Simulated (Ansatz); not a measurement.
This concerns the formation energy of the neutral Ti_Si in Si3N4 (P6₃/m). Reaction: Ti (hcp) + 18 Si3N4 (P6₃/m) → cell A + Si (diamond).

Cell A: a supercell of 126 sites of Si3N4 (P6₃/m) with Ti on a Si site (4 N at 1.88–1.89 Å); spin state with PBE: run without spin, k-point mesh 2×2×3.
```
CELL_PARAMETERS angstrom
     13.27427     0.00000     0.00000
     -6.63714    11.49586     0.00000
      0.00000     0.00000     8.77883
ATOMIC_POSITIONS crystal
  Ti 0.35779 0.47561 0.25000
  Si 0.31442 0.85953 0.08325
  Si 0.21164 0.01675 0.08276
  Si 0.45501 0.31178 0.25000
  Si 0.19047 0.20663 0.25000
  Si 0.47283 0.11966 0.08284
  N  0.33072 0.32173 0.25000
  N  0.33313 0.99914 0.08307
  N  0.54557 0.12212 0.25000
  N  0.11915 0.20807 0.08332
  N  0.42988 0.55260 0.06810
  N  0.24377 0.78598 0.25000
  N  0.20500 0.08339 0.25000
  N  0.45921 0.24374 0.08223
  Si 0.35197 0.47367 0.58683
  Si 0.31442 0.85953 0.41675
  Si 0.21164 0.01675 0.41724
  Si 0.45448 0.31480 0.58332
  Si 0.19358 0.21216 0.58307
  Si 0.47283 0.11966 0.41716
  N  0.33332 0.33367 0.58338
  N  0.33313 0.99914 0.41693
  N  0.54597 0.12253 0.58385
  N  0.11915 0.20807 0.41668
  N  0.42988 0.55260 0.43190
  N  0.24363 0.78649 0.58358
  N  0.20976 0.08917 0.58296
  N  0.45921 0.24374 0.41777
  Si 0.35197 0.47367 0.91317
  Si 0.31436 0.86036 0.75000
  Si 0.21229 0.01863 0.75000
  Si 0.45448 0.31480 0.91668
  Si 0.19358 0.21216 0.91693
  Si 0.47268 0.12068 0.75000
  N  0.33332 0.33367 0.91662
  N  0.33307 0.99995 0.75000
  N  0.54597 0.12253 0.91615
  N  0.12024 0.20948 0.75000
  N  0.42250 0.54838 0.75000
  N  0.24363 0.78649 0.91642
  N  0.20976 0.08917 0.91704
  N  0.45710 0.24400 0.75000
  Si 0.68483 0.13925 0.25000
  Si 0.64755 0.52772 0.08306
  Si 0.55047 0.68998 0.07998
  Si 0.78762 0.98156 0.25000
  Si 0.52693 0.87888 0.25000
  Si 0.80826 0.78909 0.08340
  N  0.66653 0.99982 0.25000
  N  0.66915 0.66835 0.08358
  N  0.88152 0.79206 0.25000
  N  0.45364 0.87616 0.08316
  N  0.75510 0.21316 0.08360
  N  0.57395 0.45478 0.25000
  N  0.54364 0.75613 0.25000
  N  0.79057 0.91101 0.08334
  Si 0.68548 0.14035 0.58355
  Si 0.64755 0.52772 0.41694
  Si 0.55047 0.68998 0.42002
  Si 0.78754 0.98151 0.58359
  Si 0.52791 0.88112 0.58389
  Si 0.80826 0.78909 0.41660
  N  0.66741 0.00139 0.58335
  N  0.66915 0.66835 0.41642
  N  0.88039 0.79106 0.58373
  N  0.45364 0.87616 0.41684
  N  0.75510 0.21316 0.41640
  N  0.57715 0.45389 0.58340
  N  0.54769 0.76108 0.58517
  N  0.79057 0.91101 0.41666
  Si 0.68548 0.14035 0.91645
  Si 0.64768 0.52730 0.75000
  Si 0.54642 0.68691 0.75000
  Si 0.78754 0.98151 0.91641
  Si 0.52791 0.88112 0.91611
  Si 0.80639 0.78800 0.75000
  N  0.66741 0.00139 0.91665
  N  0.66665 0.66696 0.75000
  N  0.88039 0.79106 0.91627
  N  0.45361 0.87730 0.75000
  N  0.75591 0.21383 0.75000
  N  0.57715 0.45389 0.91660
  N  0.54769 0.76108 0.91483
  N  0.79084 0.91106 0.75000
  Si 0.01925 0.80588 0.25000
  Si 0.98076 0.19334 0.08302
  Si 0.87803 0.35166 0.08325
  Si 0.12019 0.64735 0.25000
  Si 0.85981 0.54530 0.25000
  Si 0.13707 0.45384 0.08199
  N  0.99933 0.66602 0.25000
  N  0.99831 0.33232 0.08172
  N  0.20661 0.45630 0.25000
  N  0.78594 0.54228 0.08372
  N  0.08959 0.87785 0.08247
  N  0.91016 0.12048 0.25000
  N  0.87602 0.42258 0.25000
  N  0.12220 0.57712 0.08255
  Si 0.01857 0.80569 0.58394
  Si 0.98076 0.19334 0.41698
  Si 0.87803 0.35166 0.41675
  Si 0.12023 0.64791 0.58379
  Si 0.85951 0.54529 0.58330
  Si 0.13707 0.45384 0.41801
  N  0.99909 0.66606 0.58392
  N  0.99831 0.33232 0.41828
  N  0.21219 0.45640 0.58338
  N  0.78594 0.54228 0.41628
  N  0.08959 0.87785 0.41753
  N  0.91034 0.12025 0.58364
  N  0.87571 0.42262 0.58329
  N  0.12220 0.57712 0.41745
  Si 0.01857 0.80569 0.91606
  Si 0.98126 0.19369 0.75000
  Si 0.87897 0.35228 0.75000
  Si 0.12023 0.64791 0.91621
  Si 0.85951 0.54529 0.91670
  Si 0.13902 0.45407 0.75000
  N  0.99909 0.66606 0.91608
  N  0.99960 0.33321 0.75000
  N  0.21219 0.45640 0.91662
  N  0.78640 0.54305 0.75000
  N  0.08984 0.87941 0.75000
  N  0.91034 0.12025 0.91636
  N  0.87571 0.42262 0.91671
  N  0.12280 0.57686 0.75000
```

Reference: Si (diamond, Fd-3m), 2 atoms in the cell, k-point mesh 10×10×10 on the run's own vectors. Conventional cell: a = 5.470 Å, b = 5.470 Å, c = 5.470 Å, α = 90.00°, β = 90.00°, γ = 90.00°.

Reference: Ti (hcp, P6₃/mmc), 2 atoms in the cell; spin state with PBE: run without spin, k-point mesh 24×24×14 on the run's own vectors. Conventional cell: a = 2.9399 Å, b = 2.9399 Å, c = 4.6538 Å, α = 90.00°, β = 90.00°, γ = 120.00°.

Reference: Si3N4 (P6₃/m), 126 atoms in the cell, the relaxed perfect crystal repeated, atoms not moved again, k-point mesh 2×2×3 on the run's own vectors.

Computed with Ansatz (plane waves, PAW), its default PAW set, cutoff 420 eV. The structures are at rest with PBE, within the held lattices. Neutral cells; Fermi-Dirac smearing of at most 0.10 eV in the solids, energies taken to zero width. Larger cells are relaxed from a start prepared with the learned potential CHGNet, on a coarser mesh till forces fall under 0.03 eV/Å, which some starts already meet. A dispersion term (D3(BJ), or D4 for r2SCAN) was computed beside these levels and is taken off wherever the name lacks it. Space groups of crystals are read within 0.01 Å. Nuclei at rest; no vibrational terms. The structures are the rest points that the relaxations reached, not proven lowest. No correction for cell size. Mesh and cell size may move defect energies by 0.1 eV or more. The value holds for the reservoirs listed; other chemical potentials shift it. Cell A has symmetry Pm within 0.02 Å and got no random move, so less symmetric positions, which may lie lower, weren't tried.

Problem. What is the computed value (PBE)?

Solution. 0.14 eV, for Ti (hcp) + 18 Si3N4 (P6₃/m) → cell A + Si (diamond).

Ansatz is an electronic-structure program.
